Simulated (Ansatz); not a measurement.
## What biaxial strain +3.46 %, plane normal [001], relaxed out of plane does to SiC

The parent structure is SiC in the wurtzite structure (space group P6_3mc, No. 186; a = 3.092 Å, c = 5.074 Å). Axes: x lies along a and z along c of the hexagonal cell.

Now apply this change: biaxial strain +3.46 %, plane normal [001], relaxed out of plane (Cartesian); in-plane vectors clamped, the third vector and the atoms free.

Computed with PBE (Ansatz, a first-principles code, PAW, scalar-relativistic without spin-orbit coupling), earlier PAW set. Settings: 12×12×7 k-points, 0.05 eV Fermi–Dirac smearing.

```json
[
 {"quantity": "volume per atom", "base": "10.50 Å³", "changed": "11.17 Å³", "shift": "+0.67 Å³"},
 {"quantity": "space group", "base": "P6_3mc (No. 186)", "changed": "P6_3mc (No. 186)", "shift": "–"},
 {"quantity": "shortest interatomic distance", "base": "1.893 Å", "changed": "1.913 Å", "shift": "+0.020 Å"},
 {"quantity": "pressure (mean of the normal stresses, compression positive)", "base": "0.00 GPa", "changed": "-11.63 GPa", "shift": "-11.63 GPa"},
 {"quantity": "band gap", "base": "2.31 eV", "changed": "2.25 eV", "shift": "-0.06 eV"},
 {"quantity": "gap character", "base": "indirect, Γ → K", "changed": "indirect, Γ → M", "shift": "–"},
 {"quantity": "smallest direct gap", "base": "3.95 eV", "changed": "3.44 eV", "shift": "-0.503 eV"},
 {"quantity": "width of the top valence band", "base": "3.85 eV", "changed": "3.56 eV", "shift": "-0.284 eV"},
 {"quantity": "hole mass", "base": "–", "changed": "0.22 mₑ out of plane, 2.5 mₑ in plane (at Γ)", "shift": "–"},
 {"quantity": "valence-band top at Γ (three highest levels, from the VBM)", "base": "0.00, 0.00, -0.11 eV", "changed": "0.00, -0.17, -0.17 eV", "shift": "–"},
 {"quantity": "valley order (the lowest conduction-band minima on the path, energy above the VBM, named in the base's zone)", "base": "–", "changed": "M (0, 1/2, 0) 2.25 eV; K (-1/3, -1/3, 0) 2.49 eV; Γ 3.44 eV", "shift": "–"},
 {"quantity": "out-of-plane strain", "base": "–", "changed": "-0.60 %", "shift": "–"},
 {"quantity": "ratio −ε⊥/ε∥", "base": "–", "changed": "0.17", "shift": "–"}
]
```

Final structure (turned so that z lies along the plane normal):

```
SiC
1.0
    3.19890     0.00000     0.00000
    1.59945     2.77033     0.00000
    0.00000     0.00000     5.04382
Si C
2 2
Direct
  0.66667   0.66667   0.00228
  0.33333   0.33333   0.50228
  0.66667   0.66667   0.62292
  0.33333   0.33333   0.12292
```

Masses are band curvatures over ±0.01 Å⁻¹ around the edge. No phonon test of stability was made.
